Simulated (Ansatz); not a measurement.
Start from BN in the wurtzite structure (space group P6_3mc, No. 186; a = 2.523 Å, c = 4.175 Å). Axes: x lies along a and z along c of the hexagonal cell.

Calculations: LDA (Ansatz, a program for electronic structure; PAW; 420 eV plane waves; spin-orbit coupling left out).

The change: the cell is compressed by 0.60 % along x with no lateral relaxation, atoms relaxed at fixed cell.

Predict the stress tensor and what it implies for the stiffness.

Stress of the strained cell less that of the base (GPa, compression positive):
```
   6.04    0.00    0.00
   0.00    0.89    0.00
   0.00    0.00    0.39
```

Then −Δσ_ii/ε with ε = -0.0060 gives relaxed-ion elastic constants: C11 ≈ 1010 GPa, C12 ≈ 149 GPa and C13 ≈ 65 GPa.

No phonon test of stability was made.
